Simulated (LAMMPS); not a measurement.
MD of CdTe (zinc blende) at zero pressure, 216 atoms, as a crystal; each row is its own run.

Level of theory: classical MD, pair style bop, file CdTe.bop.table; code LAMMPS.

```
T (K)  enthalpy (eV/atom)
-----  ------------------
200               -2.1214
610               -2.0136
810               -1.9604
1010              -1.9062
1220              -1.8487
1420              -1.7930
1620              -1.7318
```

**Question.** Fit a straight line, y = a + b x, to these rows (x is the first column, y the second) and predict the run at x = 300.

**Answer.** Least squares gives a = -2.1796 and b = 0.0002731. At x = 300 the fit predicts -2.0976 eV/atom. The run itself gave -2.0950 ± 0.0002 eV/atom, so the fit is 2.6 meV/atom low.

Caution: with bond-order CdTe.bop.table the 0 K volume of this crystal is 17 % off the measured one.

Caution (rows 610; 810; 1010; 1220; 1420; 1620): a run this short can hold a crystal over, or a liquid under, the potential's own melting point, which these runs don't give.
